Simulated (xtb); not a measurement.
xtb 6.7.1, GFN2-xTB: W(CO)3(SMe2)3, 34 atoms. The geometry is a generated start, not checked to be a minimum at this level.

```
Quantity                  Result
-----------------  -------------
run flags                 --grad
method                  GFN2-xTB
--acc                1 (default)
--etemp (K)        300 (default)
basis functions              106
valence electrons             96
```

Charge 0 and multiplicity 1 are set for this test and not shown to be the ground state.

One run each on 1 thread. Values of broydamp tried: 0.02, 0.05, 0.1, 0.2, 0.4 (default), 0.6, 0.8, 1.

### Question
How does the count of SCC iterations change with broydamp, and where is it least?

### Answer
Fewest SCC iterations, within one of each other: 0.1 with 21, 0.2 with 20, 0.4 (default) with 21. The count rises to 34 at 1. All converge to one solution.

```
broydamp       SCC iterations            end
-------------  --------------  -------------
0.02                       29  same solution
0.05                       23  same solution
0.1                        21  same solution
0.2                        20  same solution
0.4 (default)              21  same solution
0.6                        23  same solution
0.8                        27  same solution
1                          34  same solution
```
